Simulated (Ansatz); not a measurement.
Here is the system:

```xyz
2
Lattice="0.0000 2.4281 2.4281 2.4281 0.0000 2.4281 2.4281 2.4281 0.0000" Properties=species:S:1:pos:R:3 pbc="T T T"
Y      0.0000     0.0000     0.0000
N      2.4281     2.4281     2.4281
```

Method: r2SCAN, rigid bands (plane waves, PAW, scalar-relativistic; Ansatz, a program for electronic structure). Condition of this run: functional r2SCAN on the same cell. Geometry: cell and atoms relaxed with PBEsol.

What conductivity effective mass do dilute holes have at 300 K?

0.51 mₑ.

Predict the electron conductivity mass (n e² τ/σ) at 300 K, by direction if it differs.

0.22 mₑ.

And the band gap?

0.54 eV at this level; semilocal functionals usually fall short of the measured gap.

Rigid bands, one relaxation time for all states, no polarons. Spin-orbit coupling is left out; where it splits the top of the valence band it changes the hole mass and lowers the gap by about a third of the splitting. Geometry: cell and atoms relaxed with PBEsol.
